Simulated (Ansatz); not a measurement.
The starting structures come from a database of crystals and need not be the phases stable at ambient conditions.

The decay constant κ of evanescent states in the gap governs leakage through a thin film.

Input:

```
CELL_PARAMETERS angstrom
      8.57492     0.00000     0.00000
      4.04443     7.56120     0.00000
      2.26524    -3.78060     4.40730
ATOMIC_POSITIONS crystal
  K  0.37346 0.37346 0.50000
  K  0.12654 0.12654 0.50000
  K  0.50000 0.50000 0.00000
  Ga 0.72183 0.72183 0.79429
  Ga 0.07246 0.48388 0.20571
  Ga 0.72183 0.72183 0.20571
  Ga 0.48388 0.07246 0.79429
  Ga 0.80174 0.41386 0.30606
  Ga 0.89220 0.89220 0.30606
  Ga 0.41386 0.80174 0.69394
  Ga 0.89220 0.89220 0.69394
  Ga 0.00000 0.00000 0.00000
```

Space group of this cell: I-4m2. The cell is taken as given.

Transport runs along the normal of the first two printed cell vectors, the (110) plane of the conventional cell.

The gap is the functional's own, uncorrected, and κ follows it; spin-orbit coupling is left out. Mid-gap values are interpolated between the computed energies.

Task: Give the band gap and the smallest decay constant κ at mid-gap that PBEsol (Ansatz, a first-principles code) yields.

Result: Gap 0.30 eV on a 8×8×8 mesh; κ = 0.050 1/Å, at the zone centre.
